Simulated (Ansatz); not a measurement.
**Several settings converged on SnO (Pmn2_1, 4 atoms in the cell)**

```yaml
crystal:
  lattice:
    - [3.37177, 0.00000, 0.00000]
    - [0.00000, 5.70247, 0.00000]
    - [0.00000, 0.00000, 4.24308]
  atoms:
    - { symbol: Sn, position: [0.00000, 0.23191, 0.51314] }
    - { symbol: Sn, position: [0.50000, 0.76809, 0.01314] }
    - { symbol: O, position: [0.00000, 0.89125, 0.73686] }
    - { symbol: O, position: [0.50000, 0.10875, 0.23686] }
```

Base method: LDA (PW92), default PAW files made with PBE (plane waves; Ansatz, a program for electronic structure).

Base settings: basis.ecutwfc = 30.9 Ry; kpoints.mp_grid.grid = 7 5 6; hamiltonian.xc = lda; hamiltonian.pseudopotentials = {kind: paw} (the program's default PAW files); scf.occupations.method = fixed.

Core times come from one kind of shared machine, to one figure; runs under 30 s give none.

**Zone-centre phonons against the cutoff**

In this ladder: phonons.method = dfpt; phonons.dielectric = true; phonons.rigid_motions = translations.

The mesh stays at the base's, so the ladder's end is converged at best in this setting alone.

Frequencies are those of the unrelaxed cell, without the LO-TO term of polar crystals.

Only quantities that move along the ladder and can be compared are tabulated.

ε∞ and Born charges come from denser meshes that the program picks itself.

```csv
basis.ecutwfc,highest zone-centre frequency (cm⁻¹),lowest optical frequency (cm⁻¹),largest Born charge (mean of the diagonal) (e),mean ε∞,core time / last (rough)
15.4 Ry,669.9,109.0,2.549,6.710,0.6
18.4 Ry,468.2,93.7,2.599,6.683,0.5
21.7 Ry,460.2,93.7,2.567,6.675,0.4
30.9 Ry,451.0,92.7,2.568,6.665,0.6
37.1 Ry,452.0,92.9,2.568,6.665,1
```

Coarsest basis.ecutwfc that holds the highest zone-centre frequency within 5 cm⁻¹ of the last step, with all finer ones: 30.9 Ry; the step before is off by 8.2 cm⁻¹.

Coarsest basis.ecutwfc that holds the lowest optical frequency within 2 cm⁻¹ of the last step, with all finer ones: 18.4 Ry; the step before is off by 16 cm⁻¹.

**Zone-centre phonons against the mesh**

In this ladder: phonons.method = dfpt; phonons.dielectric = true; phonons.rigid_motions = translations.

Frequencies are those of the unrelaxed cell, without the LO-TO term of polar crystals.

Only quantities that move along the ladder and can be compared are tabulated.

```tsv
kpoints.mp_grid.grid	highest zone-centre frequency (cm⁻¹)	lowest optical frequency (cm⁻¹)	core time / last (rough)
3 2 2	460.3	90.4	0.06
4 3 3	448.8	92.8	0.04
6 4 5	450.7	92.7	0.09
8 5 6	451.0	92.7	0.2
12 7 9	451.0	92.7	1
```

Coarsest kpoints.mp_grid.grid that holds the highest zone-centre frequency within 5 cm⁻¹ of the last step, with all finer ones: 4 3 3, at about 0.04 of the last step's time; the step before is off by 9.4 cm⁻¹.

Coarsest kpoints.mp_grid.grid that holds the lowest optical frequency within 1 cm⁻¹ of the last step, with all finer ones: 4 3 3, at about 0.04 of the last step's time; the step before is off by 2.4 cm⁻¹.

**The force threshold of a relaxation**

On SnO (Pm, 4 atoms in the cell): one atom moved by 0.15 angstrom.

In this ladder: relax = atoms.

The mesh stays at the base's, so the ladder's end is converged at best in this setting alone.

Only quantities that move along the ladder and can be compared are tabulated.

```tsv
relax.f_tol	free energy less the last step's (meV/atom)	largest force left (eV/Å)	relaxation steps
0.2 eV/Å	1.30	0.1714	3
0.05 eV/Å	0.03	0.0335	4
0.02 eV/Å	0.00	0.0043	5
0.001 eV/Å	0.00	0.0002	7
```

Coarsest relax.f_tol that holds the free energy within 0.2 meV/atom of the last step, with all finer ones: 0.05 eV/Å; the step before is off by 1.3 meV/atom.

Coarsest relax.f_tol that holds the largest force left within 0.02 eV/Å of the last step, with all finer ones: 0.02 eV/Å; the step before is off by 0.033 eV/Å.

On the base run: the starting cell comes from a database of computed structures (which also holds hypothetical and non-ambient phases and stackings), without a prior relaxation at this level. Its lattice was rescaled by up to half a per cent. In the base run, with a pressure of about -6 GPa the cell is away from its equilibrium volume at this level.

Keys are those of Ansatz 0.2.
